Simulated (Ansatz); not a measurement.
## ScIr₃C (model structure, started from the Ni3MgC type, Pm-3m, No. 221, 5 atoms in the cell)

Computed with PBEsol in Ansatz (plane waves, PAW).

Run with plane-wave cutoff 520 eV, 14×14×14 k mesh, Fermi–Dirac smearing 0.05 eV, no spin polarisation, scalar-relativistic PAW data made under PBE.

Cell (relaxed at this level):

```yaml
crystal:
  lattice:
    - [4.08844, 0.00000, 0.00000]
    - [0.00000, 4.08844, 0.00000]
    - [0.00000, 0.00000, 4.08844]
  atoms:
    - { symbol: Sc, position: [0.00000, 0.00000, 0.00000] }
    - { symbol: Ir, position: [0.00000, 0.50000, 0.50000] }
    - { symbol: Ir, position: [0.50000, 0.00000, 0.50000] }
    - { symbol: Ir, position: [0.50000, 0.50000, 0.00000] }
    - { symbol: C, position: [0.50000, 0.50000, 0.50000] }
```

```
Item              Result
---------------  -------
bulk modulus B0  276 GPa
```

Note: the run has no spin polarisation, so it can have missed a magnetic state; the bulk modulus is −V dP/dV from two relaxed cells at ±2 % in volume; the relaxation could raise the start's symmetry but not lower it, so the cell can be a saddle point.

Spin–orbit coupling is not included; it can open a gap where bands touch, and shift volumes and moduli.

Static lattice: no zero-point or thermal effects.

It cost very roughly 100 core-seconds of CPU time.

A model structure was made by putting elements into a prototype or built by hand; it is no filed structure, need not be a known phase, and can be a saddle point held by its symmetry.

Ansatz is a quantum-chemistry and plane-wave program.
